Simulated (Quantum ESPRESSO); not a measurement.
Convergence series on Ba2Cd2Sb3 (C2/m, 14 atoms in the cell)

```xyz
14
Lattice="9.1638 -2.4439 0.0000 9.1638 2.4439 0.0000 -8.1157 0.0000 10.8667" Properties=species:S:1:pos:R:3 pbc="T T T"
Ba    -0.5360     0.0000     7.2014
Ba    10.7478     0.0000     3.6654
Ba     6.8459     0.0000     0.6061
Ba     3.3659     0.0000    10.2606
Cd    -1.7654     0.0000     3.3747
Cd    11.9772     0.0000     7.4921
Cd     4.6825     0.0000     3.7602
Cd     5.5293     0.0000     7.1065
Sb     0.4521     0.0000     1.3571
Sb     9.7597     0.0000     9.5096
Sb    -3.6879     0.0000     8.7194
Sb    13.8997     0.0000     2.1474
Sb     2.7121     0.0000     5.9012
Sb     7.4997     0.0000     4.9656
```

Method: LDA (PZ), GBRV 1.5 ultrasoft (LDA) pseudopotentials (plane waves; Quantum ESPRESSO).

The starting cell comes from a database of computed structures (which also holds hypothetical and non-ambient phases and stackings), without a prior relaxation at this level. In the base run, with a pressure of about -3 GPa the cell is away from its equilibrium volume at this level. The run gives no clean gap (levels at the Fermi energy touch, overlap or are partly filled at this smearing), which alone does not show that the compound is a metal.

Held fixed: occupations = smearing; smearing = fd; degauss = 0.0073499 Ry; potentials = {Ba: ba_lda_v1.uspp.F.UPF, Cd: cd_lda_v1.uspp.F.UPF, Sb: sb_lda_v1.4.uspp.F.UPF}; K_POINTS = automatic 4 4 2 0 0 0; conv_thr = 1e-10 Ry. Moved along with it: ecutrho.

ΔF is the free energy per atom less that of the last row (40 Ry).

```json
[
 {"ecutwfc": "16 Ry", "ΔF (meV/atom)": "34100.1", "pressure (GPa)": "-562.37", "largest force (eV/Å)": "1.107", "plane waves": "3574", "iterations": "16"},
 {"ecutwfc": "20 Ry", "ΔF (meV/atom)": "8889.3", "pressure (GPa)": "-191.05", "largest force (eV/Å)": "0.234", "plane waves": "4992", "iterations": "15"},
 {"ecutwfc": "24 Ry", "ΔF (meV/atom)": "2161.2", "pressure (GPa)": "-61.76", "largest force (eV/Å)": "0.142", "plane waves": "6537", "iterations": "14"},
 {"ecutwfc": "28 Ry", "ΔF (meV/atom)": "460.9", "pressure (GPa)": "-19.40", "largest force (eV/Å)": "0.132", "plane waves": "8246", "iterations": "14"},
 {"ecutwfc": "32 Ry", "ΔF (meV/atom)": "80.4", "pressure (GPa)": "-6.87", "largest force (eV/Å)": "0.129", "plane waves": "10092", "iterations": "14"},
 {"ecutwfc": "40 Ry", "ΔF (meV/atom)": "0.00", "pressure (GPa)": "-3.27", "largest force (eV/Å)": "0.127", "plane waves": "14080", "iterations": "14"}
]
```

Pressure within 0.05 GPa of the last row: only the last setting itself: the one before it still differs by 3.6 GPa, so the series does not show convergence to this tolerance.

Largest force within 0.02 eV/Å of the last row: from ecutwfc = 24 Ry on; the one before it is off by 0.11 eV/Å. The value it settles on is 0.127 eV/Å at this level of theory and with the other settings as held.
